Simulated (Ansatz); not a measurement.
Consider Hf in the hcp (Mg type) structure (space group P6_3/mmc, No. 194; a = 3.159 Å, c = 5.000 Å).

The change: cell and atoms relaxed at a pressure of 18 GPa.

Levels (all Ansatz, a program for electronic structure, PAW): PBEsol (420 eV, no SOC); r2SCAN (500 eV, no spin-orbit coupling).

The geometry is relaxed with PBEsol.

| Property | Result |
|---|---|
| PBEsol pressure | 18.0 GPa |

### Question
What does r2SCAN give at this geometry for the pressure?

### Answer
The pressure grows by 5.3 GPa (18.0 GPa → 23.3 GPa).

Single points use the geometry relaxed with PBEsol. Their cutoffs differ, which shifts pressures a little. Load acts through the strain it causes; cell and atoms are relaxed under it. No phonon test of stability was made. Competing high-pressure phases were not computed. All final runs are without spin polarisation.
